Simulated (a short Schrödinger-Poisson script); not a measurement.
From a short Schrödinger-Poisson script (our own, NumPy): one-band effective-mass equation with BenDaniel-Duke matching, electrons, heavy and light holes apart, hard walls at the outer ends, one valence edge for both holes (no strain splitting), no charge, excitons, band mixing or non-parabolicity; under a field the levels are quasi-bound states of a box, listed while three quarters of their weight lies within 4 nm of the wells.

Structure: single GaN/Al0.2Ga0.8N quantum well.

From the first side: 12 nm Al0.2Ga0.8N; 1.5 nm GaN, built-in field 1500 kV/cm; 12 nm Al0.2Ga0.8N.

The device is made up for the run: typed textbook-type constants, with dimensions and the other settings drawn at random. GaN: direct gap (eV) 3.43, conduction-band edge (eV) 0, electron mass (mₑ) 0.2, heavy-hole mass 1.9, light-hole mass 0.33. Al0.2Ga0.8N: direct gap (eV) 3.804, conduction-band edge (eV) 0.262, electron mass (mₑ) 0.224, heavy-hole mass 2.2, light-hole mass 0.4.

The valence-band edge of each layer lies one gap below its conduction-band edge. The electron's potential energy rises along the stack by the applied field and, inside the well alone, by the built-in field (unscreened; none in the barriers). Mesh 0.03 nm at interfaces.

Question: Give the squared e1-hh1 overlap at zero applied field; the e1-hh1 transition at zero applied field (eV).

Answer: squared e1-hh1 overlap at zero applied field: 0.31; e1-hh1 transition at zero applied field (eV): 3.542. Excitons, screening of the built-in field, fields in the barriers and alloy fluctuations are left out, and strain enters only through the typed gaps and offsets, so measured lines lie elsewhere.
